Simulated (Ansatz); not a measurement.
Results of r²SCAN (Ansatz, an electronic-structure program, plane waves, PAW) for BN (Cm, No. 8, 8 atoms in the cell; start mp-1599; a measured phase of this formula has another space group).

Run with plane-wave cutoff 560 eV, 14×14×8 k mesh (along the axes of the cell as run), Fermi–Dirac smearing 0.01 eV, scalar-relativistic PAW data made under PBE.

Computed at the level's own relaxed cell.

```xyz
8
Lattice="6.5169 -1.2504 -0.0209 6.5169 1.2504 -0.0209 -0.0536 0.0000 4.3699" Properties=species:S:1:pos:R:3 pbc="T T T"
B     -0.0531     0.0000     4.3649
B      2.5853     0.0000     1.8638
B     11.2640     0.0000     1.6229
B      6.9023     0.0000     2.1574
N     12.7638     0.0000     1.4564
N      6.5501     0.0000     3.6637
N      8.4085     0.0000     1.9174
N      4.0502     0.0000     1.7005
```

List the 22 lowest band energies at Γ above −25 eV (eV, relative to the valence band maximum), grouping those that round alike.

At Γ: -20.49, -18.45, -17.31, -16.57, -10.35, -8.47, -7.70, -5.03, -5.01, -4.68, -4.26, -3.53, -3.27, -1.81, -1.39, -1.38, 4.21, 6.05, 7.23, 8.71, 9.37, 10.03.

A start named mp-… is a Materials Project structure, which need not be a measured phase.
